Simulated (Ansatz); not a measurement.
Density of states of PtTe₂ (P-3m1) near the Fermi level, PBEsol+D3BJ, rigid bands (Ansatz, a program for electronic structure).

(E − E_F (eV), states/eV/cell): (-1.95, 2.25); (-1.85, 2.39); (-1.75, 2.05); (-1.65, 1.87); (-1.55, 1.98); (-1.45, 2.01); (-1.35, 1.78); (-1.25, 1.57); (-1.15, 1.41); (-1.05, 1.29); (-0.95, 1.19); (-0.85, 1.11); (-0.75, 0.98); (-0.65, 0.87); (-0.55, 0.71); (-0.45, 0.52); (-0.35, 0.48); (-0.25, 0.55); (-0.15, 0.95); (-0.05, 1.15); (0.05, 1.47); (0.15, 1.49); (0.25, 1.56); (0.35, 1.69); (0.45, 1.66); (0.55, 1.54); (0.65, 1.38); (0.75, 1.40); (0.85, 1.39); (0.95, 1.42); (1.05, 1.40); (1.15, 1.47); (1.25, 1.55); (1.35, 1.56); (1.45, 1.58); (1.55, 1.58); (1.65, 1.55); (1.75, 1.53); (1.85, 1.51)

### Question
With 3 atoms a cell, what bare Sommerfeld coefficient γ = (π²/3) k_B² N(E_F) follows?

### Answer
N(E_F) ≈ 1.30 states/eV a cell at 300 K, so γ ≈ 1.02 mJ/(mol of atoms·K²), before electron-phonon enhancement.

### Question
How far does the Fermi level move in a rigid band for 0.1 electron a cell added or removed?

### Answer
71 meV and -85 meV.

A metal at this level (no band gap); rigid bands, thermally averaged at 300 K, both spins. Spin-orbit coupling is left out, which matters with elements this heavy. Geometry: cell and atoms relaxed with PBEsol+D3(BJ).

Formula and space group known from diffraction (Crystallography Open Database), not checked to be the room-temperature form: PtTe2 (P-3m1).
